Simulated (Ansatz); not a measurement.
Electronic density of states of amorphous Hf18O37Ag2, density 8.95 g/cm³, on a 2×2×2 Γ-centred mesh with a Gaussian width of 0.1 eV; energies count from the Fermi level, whose place inside the gap is arbitrary. Cell and mesh are small, so fine structure isn't converged. Method: PBE, scalar-relativistic without spin-orbit coupling (plane waves to 420 eV, PAW; Ansatz, a quantum-chemistry and plane-wave program). Sampling: a 2×2×2 Γ-centred mesh; Fermi-Dirac width 0.02 eV; no spin polarisation. At PBE the levels at the filled edge of the gap are localised (band-tail or defect states), and the nearest spread-out levels lie 3.0 eV apart at the zone centre.

The cell was made by melting and quenching with the CHGNet potential and then relaxed with DFT. O atoms were pushed apart under 1.9 Å during the dynamics, to hinder bonds among them. The hot cell started wider than the set density and was brought back towards it in steps. It is the lowest in DFT energy of 2 quenches. It is a model cell: composition and starting density were chosen by hand, and all elements were melted together. No dispersion term was used. Its density started from a set value of 8.95 and ended at 8.95 g/cm³. The quench (nominally 380 K/ps over its main leg) was far faster than any real one, so the model tends to hold more defects than a real film. Values belong to this one cell and scatter from quench to quench. The volume was held where the preparation left it and the shape relaxed, at a PBE pressure of 0.3 GPa.

| E - EF (eV) | states/(eV atom) |
|---|---|
| -12.00 | 5.74 |
| -11.90 | 2.76 |
| -11.80 | 1.60 |
| -11.70 | 1.02 |
| -11.60 | 0.19 |
| -11.50 | 0.01 |
| -11.40 | 0.00 |
| -11.30 | 0.00 |
| -11.20 | 0.00 |
| -11.10 | 0.00 |
| -11.00 | 0.00 |
| -10.90 | 0.00 |
| -10.80 | 0.00 |
| -10.70 | 0.00 |
| -10.60 | 0.00 |
| -10.50 | 0.00 |
| -10.40 | 0.00 |
| -10.30 | 0.00 |
| -10.20 | 0.00 |
| -10.10 | 0.00 |
| -10.00 | 0.00 |
| -9.90 | 0.00 |
| -9.80 | 0.00 |
| -9.70 | 0.00 |
| -9.60 | 0.00 |
| -9.50 | 0.00 |
| -9.40 | 0.00 |
| -9.30 | 0.00 |
| -9.20 | 0.00 |
| -9.10 | 0.00 |
| -9.00 | 0.00 |
| -8.90 | 0.00 |
| -8.80 | 0.00 |
| -8.70 | 0.00 |
| -8.60 | 0.00 |
| -8.50 | 0.00 |
| -8.40 | 0.00 |
| -8.30 | 0.00 |
| -8.20 | 0.00 |
| -8.10 | 0.00 |
| -8.00 | 0.00 |
| -7.90 | 0.00 |
| -7.80 | 0.00 |
| -7.70 | 0.00 |
| -7.60 | 0.00 |
| -7.50 | 0.00 |
| -7.40 | 0.00 |
| -7.30 | 0.00 |
| -7.20 | 0.00 |
| -7.10 | 0.00 |
| -7.00 | 0.01 |
| -6.90 | 0.11 |
| -6.80 | 0.35 |
| -6.70 | 0.44 |
| -6.60 | 0.46 |
| -6.50 | 0.55 |
| -6.40 | 0.60 |
| -6.30 | 0.60 |
| -6.20 | 0.64 |
| -6.10 | 0.67 |
| -6.00 | 0.73 |
| -5.90 | 0.80 |
| -5.80 | 0.87 |
| -5.70 | 0.84 |
| -5.60 | 0.86 |
| -5.50 | 0.90 |
| -5.40 | 0.88 |
| -5.30 | 0.91 |
| -5.20 | 0.99 |
| -5.10 | 0.94 |
| -5.00 | 0.86 |
| -4.90 | 0.89 |
| -4.80 | 0.87 |
| -4.70 | 0.84 |
| -4.60 | 0.91 |
| -4.50 | 0.94 |
| -4.40 | 0.88 |
| -4.30 | 0.89 |
| -4.20 | 0.92 |
| -4.10 | 0.85 |
| -4.00 | 0.85 |
| -3.90 | 0.87 |
| -3.80 | 0.89 |
| -3.70 | 0.95 |
| -3.60 | 1.00 |
| -3.50 | 1.00 |
| -3.40 | 0.98 |
| -3.30 | 1.00 |
| -3.20 | 1.03 |
| -3.10 | 1.11 |
| -3.00 | 1.08 |
| -2.90 | 1.02 |
| -2.80 | 1.05 |
| -2.70 | 1.02 |
| -2.60 | 0.87 |
| -2.50 | 0.88 |
| -2.40 | 0.92 |
| -2.30 | 0.87 |
| -2.20 | 0.75 |
| -2.10 | 0.52 |
| -2.00 | 0.40 |
| -1.90 | 0.35 |
| -1.80 | 0.27 |
| -1.70 | 0.17 |
| -1.60 | 0.17 |
| -1.50 | 0.14 |
| -1.40 | 0.18 |
| -1.30 | 0.12 |
| -1.20 | 0.02 |
| -1.10 | 0.00 |
| -1.00 | 0.00 |
| -0.90 | 0.00 |
| -0.80 | 0.00 |
| -0.70 | 0.00 |
| -0.60 | 0.00 |
| -0.50 | 0.00 |
| -0.40 | 0.00 |
| -0.30 | 0.00 |
| -0.20 | 0.00 |
| -0.10 | 0.00 |
| 0.00 | 0.00 |
| 0.10 | 0.00 |
| 0.20 | 0.00 |
| 0.30 | 0.00 |
| 0.40 | 0.00 |
| 0.50 | 0.00 |
| 0.60 | 0.00 |
| 0.70 | 0.00 |
| 0.80 | 0.00 |
| 0.90 | 0.00 |
| 1.00 | 0.00 |
| 1.10 | 0.00 |
| 1.20 | 0.01 |
| 1.30 | 0.02 |
| 1.40 | 0.02 |
| 1.50 | 0.05 |
| 1.60 | 0.12 |
| 1.70 | 0.10 |
| 1.80 | 0.03 |
| 1.90 | 0.00 |
| 2.00 | 0.02 |
| 2.10 | 0.07 |
| 2.20 | 0.13 |
| 2.30 | 0.23 |
| 2.40 | 0.29 |
| 2.50 | 0.31 |
| 2.60 | 0.42 |
| 2.70 | 0.49 |
| 2.80 | 0.49 |
| 2.90 | 0.54 |
| 3.00 | 0.64 |
| 3.10 | 0.64 |
| 3.20 | 0.59 |
| 3.30 | 0.66 |
| 3.40 | 0.69 |
| 3.50 | 0.70 |
| 3.60 | 0.76 |
| 3.70 | 0.78 |
| 3.80 | 0.75 |
| 3.90 | 0.73 |
| 4.00 | 0.73 |
| 4.10 | 0.77 |
| 4.20 | 0.82 |
| 4.30 | 0.81 |
| 4.40 | 0.76 |
| 4.50 | 0.72 |
| 4.60 | 0.74 |
| 4.70 | 0.70 |
| 4.80 | 0.64 |
| 4.90 | 0.68 |
| 5.00 | 0.62 |

The level gap on this mesh is 2.66 eV; the broadening fills part of it in the curve.
